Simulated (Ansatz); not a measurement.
**Equilibrium lattice constant a of BP (model structure, P6₂22, No. 180, 6 atoms in the cell) at several levels of theory**

No measured value is used here.

```csv
level (code),value (Å)
PBE (Ansatz),3.279
PBEsol (Ansatz),…
PBE-D3(BJ) (Ansatz),3.247
r²SCAN+rVV10 (Ansatz),3.273
```

Q: Some entries are withheld; supply them.

A: 
- PBEsol (Ansatz, a quantum-chemistry and plane-wave program), value (Å): 3.260

Cutoffs differ between the levels. Ansatz's density-functional and Hartree–Fock values are scalar-relativistic unless marked +SOC, with PAW data made under PBE.

A model structure was made by putting elements into a prototype or built by hand; it is no filed structure, need not be a known phase, and can be a saddle point held by its symmetry.
